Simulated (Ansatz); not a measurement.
# Al2O3: stress against strain

Al2O3 (corundum, R-3c, 8.761 Å³/atom at rest, c along z) under an equal strain ε in the (0001) plane with the normal axis free, as in a coherent film. PBE in Ansatz, a plane-wave DFT program (PAW, default set), 420 eV, 8×8×8 Γ-centred mesh, Fermi-Dirac smearing 0.05 eV; ions are relaxed within the symmetry of each cell. Stress is positive for a compressed cell.

Here s stands for strain and y for stress xx.

| strain (%) | stress xx (GPa) |
|---|---|
| -3.00 | ? |
| -1.50 | 8.64 |
| -0.75 | 4.21 |
| 0.00 | 0.00 |
| 0.75 | -3.99 |
| 1.50 | -7.78 |

### Question
Fit y against s with a straight line, and predict the withheld value at s = -3.00.

### Answer
Means: s 0, y 0.216. About the means, the sum of products is -30.780 and the sum of squares of s is 5.6250; the slope is their ratio. Least squares gives y = 0.216 - 5.4720·s. Residuals (row less fit): 0.216, -0.110, -0.216, -0.102, 0.212; standard error 0.231 (degrees of freedom: 3). The slope gives the biaxial elastic modulus of this plane = 547 ± 10 GPa. At the withheld row, y = 0.216 - 5.4720 × (-3.00) = 16.632 GPa. The calculation gives 18.23 GPa, 1.598 GPa above the prediction (6.1 % of the range of y in the table). The row lies outside the fitted rows, so this is an extrapolation. From the scatter of the fitted rows alone, a prediction at this place has a standard error of 0.387 GPa, so the miss is 4.1 times that.

One order more, fitted to all 9 runs of the series, follows each within 0.02, so the miss is the next term of a smooth law. Rows are the converged runs of the series near zero and its far end; series whose fitted rows scatter by over a few per cent of the range, as at a crossing or softening among them, aren't shown in this form. Most that stay on the fit to the last digits aren't either.
